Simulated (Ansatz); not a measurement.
Take ScAl3 in the Cu3Au type structure (space group Pm-3m, No. 221; a = 4.033 Å; relaxed with 0.1 eV smearing) as the base.

Calculations: LDA (Ansatz, an electronic-structure program; PAW; 420 eV plane waves; no spin-orbit coupling).

Strains are applied to the cell and any free atomic positions relax.

One change was made to it. Results:

The energy goes up by 1.6 meV/atom; the pressure goes from zero to -1.7 GPa.

Name the change that was made.
(A) isotropic strain +3.00 %
(B) isotropic strain +0.60 %
(C) isotropic strain +1.80 %

B, isotropic strain +0.60 %. For comparison, the energy relative to the base in the other runs: isotropic strain +1.80 % gives +14 meV/atom; isotropic strain +3.00 % gives +36 meV/atom.

Whether these cells are dynamically stable was not tested. The final runs are not spin-polarised.
